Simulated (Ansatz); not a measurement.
GaAs (model structure, started from the litharge type, P4/nmm, No. 129, 4 atoms in the cell): properties by level of theory

| level (code) | lattice constant a (Å) | c axis length (Å) |
|---|---|---|
| PBE (Ansatz) | 3.886 | ? |
| PBEsol (Ansatz) | ? | 5.428 |
| PBE-D3(BJ) (Ansatz) | ? | 5.426 |

### Question
What belongs in the gaps?

### Answer

- PBE (Ansatz, an electronic-structure program), c axis length (Å): 5.654
- PBEsol (Ansatz), lattice constant a (Å): 3.819
- PBE-D3(BJ) (Ansatz), lattice constant a (Å): 3.830

Ansatz's density-functional and Hartree–Fock values are scalar-relativistic unless marked +SOC, with PAW data made under PBE.

A model structure was made by putting elements into a prototype or built by hand; it is no filed structure, need not be a known phase, and can be a saddle point held by its symmetry.
